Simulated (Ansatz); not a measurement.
NaBH4 (within 0.1 Å of P4₂/nmc, No. 137; cell taken from a computed entry) was calculated with PBE0 in Ansatz (plane waves, PAW).

Settings: plane-wave cutoff 500 eV, 6×6×4 k mesh (along the axes of the cell as run), gaussian smearing 0.02 eV, scalar-relativistic PAW data made under PBE.

Cell (relaxed with r²SCAN):

```xyz
12
Lattice="4.2925 0.0000 0.0000 0.0000 4.2925 0.0000 0.0000 0.0000 5.7982" Properties=species:S:1:pos:R:3 pbc="T T T"
Na     2.1463     2.1463     2.8991
Na     0.0000     0.0000     0.0000
B      2.1463     2.1463     0.0000
B      0.0000     0.0000     2.8991
H      4.2844     0.9985     2.2000
H      0.9985     0.0081     3.5982
H      0.0081     3.2940     2.2000
H      3.2940     4.2844     3.5982
H      2.1382     1.1477     0.6991
H      3.1448     2.1382     5.0991
H      2.1544     3.1448     0.6991
H      1.1477     2.1544     5.0991
```

Task: Estimate the band gap that the calculation returns.

Result: 
* **band gap**: 8.35 eV (on the SCF k mesh)

Note: cell and atoms aren't relaxed at this level (pressure 0.5 GPa).

Ansatz is a quantum-chemistry and plane-wave program.
